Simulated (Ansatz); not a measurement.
hcp Mg (1 1 0) on anatase TiO2 (0 0 1) (film strained to the substrate, started from cuts of the bulks and a machine-learned relaxation; slabs Ti14O32 and Mg12, which can lie off the formulas)

A periodic stack without vacuum, hcp Mg (1 1 0) on anatase TiO2 (0 0 1) (film strained to the substrate, started from cuts of the bulks and a machine-learned relaxation; slabs Ti14O32 and Mg12, which can lie off the formulas): substrate slab Ti14O32, film Mg12, surface cells [[-1, 1], [-1, -1]] and [[0, 1], [-1, 0]], film strained by -3.0 and +3.7 %, outermost planes O/O and Mg/Mg as cut, which need not be the usual terminations and can put a slab off its formula.

The start was prepared with a machine-learned potential, and the result is one local minimum, with the in-plane cell held and forces under 0.04 eV/Å; the film can end far from its bulk form.

Computed with PBE (plane waves to 420 eV, PAW; Ansatz, a quantum-chemistry and plane-wave program). Spin–orbit coupling is left out; the runs are not spin-polarised; PBE gaps are too small against experiment. Its k-point mesh 5×5×1, Fermi–Dirac width 0.05 eV.

interface area: 28.9 Å²
period: 26.88 Å
heights between the nearest atoms of the two slabs at the two interfaces: -0.42 and -1.09 Å
Mg–O contacts across the interfaces within 1.22 times the sum of covalent radii: 24, mean 2.11 Å
Mg–Ti contacts across the interfaces within 1.22 times the sum of covalent radii: 18, mean 3.17 Å

```xyz
58
Lattice="5.3724 -0.0002 0.0332 0.0002 5.3719 0.0785 0.1375 -0.0745 26.8845" Properties=species:S:1:pos:R:3 pbc="T T T"
Ti     4.2152     2.0453     1.6773
Ti     1.5615     4.7657     2.0590
Ti     2.8196     3.2949     9.1320
Ti     0.1316     0.6071     9.0745
O      3.5256     1.3039    -0.0747
O      0.1293     3.4628    -0.6132
O      3.0435     0.5871     2.2653
O      0.0737     3.5292     2.0962
O      2.7922     3.5201     1.1830
O      0.4532     0.7852     1.1531
O      4.2125     2.0788     3.7239
O      1.5114     4.7135     3.8948
Ti     1.4943     1.9800     6.6975
Ti     4.1696     4.6775     6.7537
Ti     2.9142     0.7542     4.2840
Ti     0.1220     3.3527     4.3173
O      1.5173     2.0266     4.6256
O      4.2073     4.7290     4.7324
O      2.7953     3.3609     7.1165
O      0.1770     0.6046     7.0603
O      2.8784     0.7010     6.2435
O      0.1034     3.2854     6.2409
O      1.4871     1.9481     8.6666
O      4.1561     4.6505     8.7343
Ti     4.1801     1.9447    11.5364
Ti     1.4080     4.5500    11.5424
O      4.1721     1.9576     9.5346
O      1.4595     4.6163     9.5610
O      2.7962     0.5509    11.9252
O      0.1012     3.2439    11.9639
O      2.7938     3.2490    11.1336
O      0.1128     0.5729    11.0724
O      4.1656     1.8805    13.5649
O      1.3923     4.5596    13.5586
Ti     1.5748     1.9617    16.4033
Ti     4.0454     4.6772    16.4672
Ti     2.7687     0.5183    13.7706
Ti     0.1026     3.2155    14.0584
O      1.5148     1.8210    14.4272
O      4.0193     4.5719    14.4996
O      3.0444     2.8914    16.7612
O     -0.2770     0.7530    16.5396
O      2.4022     0.1780    16.5163
O      0.2754     3.3668    16.0117
O      1.0963     1.7670    18.3400
O      4.6209     4.2084    18.3797
Mg     4.5437     2.2346    17.9460
Mg     1.0098    -0.2871    17.9762
Mg     1.8646     1.9423    20.1242
Mg     3.7733    -0.7415    20.0211
Mg     4.5355     1.8881    21.7659
Mg     1.0800    -0.8082    21.5903
Mg     1.8546     1.7985    23.3256
Mg     3.7109    -0.7904    23.2058
Mg     4.5262     2.0514    25.2004
Mg     1.0438    -0.8793    24.7320
Mg     1.7697     2.1137    26.9841
Mg     4.4788    -0.6421    27.3268
```
